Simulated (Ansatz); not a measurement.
Base system: GaN in the wurtzite structure (space group P6_3mc, No. 186).

```yaml
crystal:
  lattice:
    - [3.18330, 0.00000, 0.00000]
    - [-1.59165, 2.75682, 0.00000]
    - [0.00000, 0.00000, 5.18388]
  atoms:
    - { symbol: Ga, position: [0.66667, 0.33333, 0.00099] }
    - { symbol: Ga, position: [0.33333, 0.66667, 0.50099] }
    - { symbol: N, position: [0.66667, 0.33333, 0.62421] }
    - { symbol: N, position: [0.33333, 0.66667, 0.12421] }
```

Cartesian axes are those of the cell as printed.

The values are results of r2SCAN (Ansatz, a program for electronic structure), no SOC, earlier PAW set, not measurements.

Strains are applied to the cell and any free atomic positions relax; under biaxial strain the out-of-plane vector relaxes too.

One change was made to it. Results:

The band gap shrinks by 0.84 eV (2.35 eV → 1.51 eV); the valence-band top at Γ (three highest levels, from the VBM) changes from 0.00, 0.00, -0.04 eV to 0.00, 0.00, -0.02 eV.

**Question.** What was done to the base?
A. isotropic strain +4.11 %
B. biaxial strain +0.82 %, plane normal [001], relaxed out of plane
C. isotropic strain +0.86 %

**Answer.** A, isotropic strain +4.11 %. For comparison, the band gap in the other runs: isotropic strain +0.86 % gives 2.17 eV; biaxial strain +0.82 %, plane normal [001], relaxed out of plane gives 2.27 eV.

Stability against distortions was not tested.
